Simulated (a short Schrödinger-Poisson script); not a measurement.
System: MOS inversion layer, SiO2 on p-type Si(100), at 200 K.

From the gate side: 2.7 nm SiO2; 410 nm Si, acceptors 1.1e18 cm⁻³.

Constants are typed, rounded textbook-type inputs, not results; the design itself was drawn at random and stands for no fabricated device. SiO2: permittivity 3.9, conduction-band edge (eV) 3.15, gap (eV) 9, electron mass (mₑ) 0.5. Si: permittivity 11.7, conduction-band edge (eV) 0, gap (eV) 1.124, Nv at 300 K (cm⁻³) 3.1e19.

Channel valleys (confinement mass, in-plane density-of-states mass, number): Δ2 0.916, 0.19, 2; Δ4 0.19, 0.417, 4. At the gate the conduction-band edge of layer 1 lies 3.5 eV − eVg above the Fermi level of the channel; the field vanishes at the back. Gaps are held at their typed values at every temperature. Mesh 0.03 nm at interfaces.

From a short Schrödinger-Poisson script (our own, NumPy): 1D Poisson equation in equilibrium, electrons quantum, Hartree (BenDaniel-Duke, 12 states a valley, the channel's in-plane mass for all, wave functions free to enter the dielectric), parabolic valleys, classical holes, full ionisation, no traps, pinning or gate leakage.

```csv
Vg (V),electrons (cm⁻²),C (μF/cm²),Δ2 E0 (meV from the Fermi level),Δ4 E0 (meV from the Fermi level)
0.9,4.52e10,0.438,72.3,137.6
1,4.10e11,0.881,33.2,100.1
1.1,9.81e11,1.01,16.5,84.9
1.2,1.61e12,1.05,6.0,75.9
1.3,2.27e12,1.07,-1.8,69.5
1.4,2.94e12,1.09,-8.4,64.3
1.5,3.62e12,1.10,-14.1,60.0
1.6,4.30e12,1.11,-19.3,56.2
1.7,5.00e12,1.11,-24.0,52.7
1.8,5.69e12,1.12,-28.5,49.6
1.9,6.39e12,1.12,-32.8,46.7
2,7.09e12,1.13,-36.8,43.9
2.1,7.79e12,1.13,-40.7,41.3
2.2,8.50e12,1.13,-44.5,38.8
2.3,9.21e12,1.14,-48.1,36.5
```

Gate voltages with under 1e9 electrons/cm² are left out.

Q: At Vg = 2.3 V the lowest Δ2 subband lies at -48.1 meV from the Fermi level. How many electrons does it hold, and what share of all?

A: The two-dimensional density of states is g m/(πħ²) = 1.59e11 cm⁻² meV⁻¹ (both spins), kT = 17.2 meV, so n = D kT ln(1 + exp(−E/kT)) = 7.80e12 cm⁻², 0.85 of the 9.21e12 cm⁻² in all.

Q: Compare the slope of the sheet density between 2.1 and 2.3 V with the geometric capacitance of the layers between gate and channel.

A: q Δn/ΔV = 1.14 μF/cm²; ε0/Σ(t/ε) = 1.28 μF/cm². The ratio is 0.89: the channel acts as a further capacitance in series.
